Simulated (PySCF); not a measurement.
PySCF 2.14.0, R2SCAN/def2-svp, df: Nb(F)4(Me) ([CH3][Nb]([F])([F])([F])[F]), 9 atoms. The geometry is a generated start, not checked to be a minimum at this level.

- task: energy
- method: r2scan
- basis: def2-svp
- two-electron scheme: density fitting
- mol.max_memory: 3000 MB
- mf.max_cycle: 100
- mf.conv_tol: 1e-09 (default)
- mf.grids.level: 3 (default)
- effective core potentials: those of the basis set, past Kr
- basis functions: 116
- grid points: 123032

```xyz
9

Nb     0.7011     0.7107    -0.4924
F      2.0701     0.2043     0.5357
F     -0.5975     1.2939    -1.5738
F      0.3125     2.0117     0.6683
F      1.1620    -0.5065    -1.7184
C     -0.7515    -0.7674     0.5356
H     -0.1761    -1.3948     1.2263
H     -1.2146    -1.3729    -0.2530
H     -1.5061    -0.1791     1.0716
```

Charge 0 and multiplicity 1 are set for this test and not shown to be the ground state.

With the defaults (mf.DIIS = CDIIS, mf.diis = true, mf.damp = 0, mf.diis_start_cycle = 1, mf.level_shift = 0, mf.diis_space = 8, mf.diis_damp = 0, mf.init_guess = minao) it converges in 15 Fock builds. One run each on 2 threads, 1 BLAS thread, with these changes:
- mf.diis_space = 20
- mf.damp = 0.7, mf.diis_start_cycle = 8
- mf.diis_damp = 0.3
- mf.diis = false
- mf.DIIS = EDIIS
- mf.init_guess = atom
- mf.level_shift = 1 Hartree
- mf.level_shift = 0.1 Hartree
- mf.diis_space = 3

Question: Which of these changes keep the SCF from converging, or lead it to another solution?

Answer: No convergence: mf.DIIS = EDIIS; mf.diis = false (the run ends without SCF convergence in 100 cycles). The rest reach the solution of the defaults.

| setting | Fock builds | end |
|---|---|---|
| mf.init_guess = atom | 13 | same solution |
| mf.level_shift = 0.1 Hartree | 14 | same solution |
| mf.diis_damp = 0.3 | 14 | same solution |
| the defaults | 15 | same solution |
| mf.diis_space = 20 | 15 | same solution |
| mf.damp = 0.7, mf.diis_start_cycle = 8 | 16 | same solution |
| mf.diis_space = 3 | 32 | same solution |
| mf.level_shift = 1 Hartree | 47 | same solution |
| mf.DIIS = EDIIS | 101 | no convergence |
| mf.diis = false | 101 | no convergence |
